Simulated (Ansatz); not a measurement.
Band structure of KNaCl₂ (R-3m, 4 atoms in the cell).

```
KNaCl2
1.0
    2.08632     1.20454     6.94949
   -2.08632     1.20454     6.94949
    0.00000    -2.40908     6.94949
K Na Cl
1 1 2
Direct
  0.50000   0.50000   0.50000
  0.00000   0.00000   0.00000
  0.74047   0.74047   0.74047
  0.25953   0.25953   0.25953
```

Level of theory: LDA (PW92), PAW files made with PBE (plane waves; Ansatz, a first-principles code).

Settings: kpoints.mp_grid.grid = 8 8 8; hamiltonian.xc = lda; hamiltonian.pseudopotentials = {kind: paw} (the program's default PAW files); scf.occupations.method = fixed; kpoints.band_path.path = [[0.0, 0.0, 0.0], [0.5, 0.0, 0.0], [0.5, 0.18669494, -0.18669494]]; kpoints.band_path.npoints = 8.

The starting cell comes from a database of computed structures (which also holds hypothetical and non-ambient phases and stackings), without a prior relaxation at this level.

### Question
Predict the gap along the standard path and the places of the band edges.

### Answer
The gap along the path is 4.69 eV, direct at Γ to within 0.01 eV.

Levels in eV from the top of the valence band on the path, bands 13 to 19:
```csv
point,13,14,15,16,17,18,19
Γ,-0.32,-0.01,-0.01,0.00,4.69,7.01,7.74
L,-0.72,-0.55,-0.36,-0.21,6.78,7.70,8.05
B1,-0.98,-0.74,-0.37,-0.31,7.49,7.60,8.63
```

Keys are those of Ansatz 0.2.
